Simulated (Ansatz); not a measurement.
## Cr under a change: biaxial strain +1.06 %, plane normal [110], relaxed out of plane

The parent structure is Cr in the bcc (W type) structure (space group Im-3m, No. 229; a = 2.830 Å; not spin-polarised; relaxed with 0.1 eV smearing). Axes: x, y, z lie along the cube axes.

Modification: tensile biaxial strain of 1.06 % in the plane normal to [110], as in epitaxy on a mismatched substrate; the out-of-plane cell vector and the atoms relax.

Method: Kohn–Sham DFT with the r2SCAN functional, run in Ansatz (a quantum-chemistry and plane-wave program) with PAW and 500 eV plane waves, scalar-relativistic without spin-orbit coupling. k-mesh 33×33×33 (Γ-centred); smearing 0.1 eV (Fermi–Dirac).

The volume per atom grows by 0.14 Å³, from 11.33 Å³ to 11.47 Å³ and the space group changes from Im-3m (No. 229) to Fmmm (No. 69). The shortest interatomic distance drops by 0.006 Å (2.451 Å → 2.445 Å) and the energy grows by 3.7 meV/atom. The pressure (mean of the normal stresses, compression positive) goes from zero to -3.2 GPa and the band gap is still zero. The out-of-plane strain is -0.90 % and the ratio −ε⊥/ε∥ is 0.85.

Final structure (turned so that z lies along the plane normal):

```
CELL_PARAMETERS angstrom
      2.47652     0.00000     0.00000
     -0.82551     2.33488     0.00000
      0.82551     1.16744     1.98277
ATOMIC_POSITIONS crystal
  Cr 0.00000 0.00000 0.00000
```

Whether these cells are dynamically stable was not tested. Seeded moments were not kept for the base. The final runs are not spin-polarised. Real Cr is antiferromagnetic at low temperature and ambient pressure, an order that this cell doesn't hold.
